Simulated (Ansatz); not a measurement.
Results of PBE (plane waves, PAW; Ansatz, a quantum-chemistry and plane-wave program) for L1₂ (Cu3Au-type) Ni3Fe.

Numerical settings: plane-wave cutoff 520 eV, 18×18×18 k mesh, Fermi–Dirac smearing 0.042 eV (set by the program), spin-polarised with parallel moments, scalar-relativistic PAW data made under PBE.

Computed at the level's own relaxed cell.

Elastic tensor (GPa, Voigt notation, ions relaxed):

```
  275.6   153.5   153.5     0.0     0.0     0.0
  153.5   275.6   153.5     0.0     0.0     0.0
  153.5   153.5   275.6     0.0     0.0     0.0
    0.0     0.0     0.0   129.5     0.0     0.0
    0.0     0.0     0.0     0.0   129.5     0.0
    0.0     0.0     0.0     0.0     0.0   129.5
```

Problem. Work out the Voigt, Reuss and Hill averages of the bulk and shear moduli, Young's modulus and Poisson's ratio from the printed constants.

Solution. K_V = [C11 + C22 + C33 + 2(C12 + C13 + C23)]/9 = [826.8 + 2 × 460.5]/9 = 194.2 GPa. G_V = [826.8 − 460.5 + 3 × 388.5]/15 = 102.1 GPa. From the compliances S = C⁻¹, K_R = 194.2 and G_R = 89.4 GPa. Hill means: K = 194.2, G = 95.8 GPa. E = 9KG/(3K + G) = 247 GPa, ν = (3K − 2G)/(6K + 2G) = 0.29, K/G = 2.03.
